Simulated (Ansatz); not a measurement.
System: Ce vacancy in ceria (charge state -4). All values below come from PBE, PAW (plane waves to 420 eV; Ansatz, a first-principles code).

96-site cell at the relaxed PBE lattice, one k-point at (0.250, 0.250, 0.250), smearing 0.01 eV, spin-restricted, no finite-size correction. Static, classical nuclei. Spin-orbit coupling is left out. The charge state is imposed; whether it is stable for some Fermi level was not computed. Forms of the defect that were not tried may lie lower.

Barriers: single points on a 2×2×2 k-point mesh shifted by half a step at the bands' geometries.

The only route run: a nearby Ce atom hops onto the vacant site; the atom moves 3.74 Å along (-0.48, 0.00, -0.48) of the unit cell; the moving atom starts with neighbours 2 O at 2.26, 4 O at 2.38, 2 O at 2.43 Å and ends with 2 O at 2.26, 4 O at 2.38, 2 O at 2.43 Å. Its barrier is 4.07 eV. The program found a first-order saddle point. The defect has 12 equivalent sites to jump to, 3.86 Å away. Attempt frequency: take 10 THz as a typical guess.

Estimate the defect's diffusion coefficient at 400 K, how far it wanders in 1 h, and how much an error of 0.1 eV in the barrier would matter.

kT = 0.0345 eV, so each jump happens at Γ = ν exp(−E/kT) = 1.0e13 × exp(−118.08) ≈ 5.2e-39 s⁻¹. For uncorrelated jumps in a cubic host D = z λ² Γ / 6 = 12 × (3.86e-8 cm)² × 5.2e-39 / 6 ≈ 1.5e-53 cm²/s. The root-mean-square distance is √(6Dt) ≈ 6e-18 nm, less than one jump, so the defect is frozen in. An error of 0.1 eV changes D by a factor exp(0.1/kT) ≈ 18, and the distance by its square root. This is the isolated defect's own diffusivity; trapping, its concentration and zero-point motion are left out.
